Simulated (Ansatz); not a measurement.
The starting structures come from a database of crystals and need not be the phases stable at ambient conditions.

 Where the default PAW files enter, the runs use the earlier of Ansatz's two default sets.

```xyz
4
Lattice="4.5902 0.0000 0.0000 0.0000 7.4378 0.0000 2.2951 0.0000 3.9752" Properties=species:S:1:pos:R:3 pbc="T T T"
Mg     2.2951     0.0298     1.3251
Mg     4.5902     3.7487     2.6502
Te     2.2951     4.6560     1.3251
Te     4.5902     0.9371     2.6502
```

Space group of this cell: P6_3mc, wurtzite. The cell is taken as given; by LDA its mean pressure is -1.7 GPa.

Transport runs along the normal of the first two printed cell vectors, the (100) plane of the conventional cell.

The gap is the functional's own. No spin-orbit coupling. Mid-gap values are interpolated on the energy grid.

### Question
Predict the band gap and the smallest decay constant κ at mid-gap from Ansatz (a first-principles code) with LDA.

### Answer
Gap 2.18 eV on a 8×4×8 mesh; κ = 0.152 1/Å, at the zone centre.
